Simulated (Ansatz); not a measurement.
Rh3Si2 (P-3m1), PBEsol, DFPT electron-phonon coupling, linearised Boltzmann equation (Ansatz, a program for electronic structure). Phonon-limited resistivity 4.50 μΩ·cm at 300 K along x (a = (3.96, 0.00, 0.00) Å; b = (-1.98, 3.43, 0.00) Å; c = (0.00, 0.00, 5.04) Å), 6.24 μΩ·cm at 400 K, current-weighted mean free path 30 nm, Drude plasma energy 5.63 eV.

What temperature coefficient of resistance follows, and how does it compare with 1/T?

(ρ₄₀₀ − ρ₃₀₀)/(100 K × ρ₃₀₀) = 3.87×10⁻³ K⁻¹, against 1/T = 3.33×10⁻³ K⁻¹ for a resistivity proportional to T. It lies higher because phonons are still being populated at 300 K; impurities would add a constant and lower it.

Estimate the electronic thermal conductivity at 300 K by the Wiedemann-Franz law (L₀ = 2.44×10⁻⁸ W·Ω/K²).

L₀T/ρ = 2.44×10⁻⁸ × 300/(4.50×10⁻⁸) = 163 W/(m·K). Inelastic scattering puts the true Lorenz number somewhat under L₀ near and below the Debye temperature.

What Drude relaxation time do resistivity and plasma energy imply?

ω_p = 8.55e15 s⁻¹, so τ = 1/(ε₀ ω_p² ρ) = 34.3 fs, a damping ħ/τ of 19.2 meV.

A metal at this level (no band gap). Only scattering by harmonic phonons is included (no impurities, grain boundaries, electron-electron scattering or thermal expansion). Spin-orbit coupling is left out. The run warned that the eigensolver left some states short of its tolerance. Halving the electron mesh (24x24x16) moves the resistivity by up to 8 % at 300 K, the mean free path by up to 5 %. Smearing 0.20 eV; phonons on a 4x4x3 q mesh, which this run doesn't test.

Computed structure with no diffraction record at hand here (it may be known, metastable or hypothetical): Rh3Si2 (P-3m1).
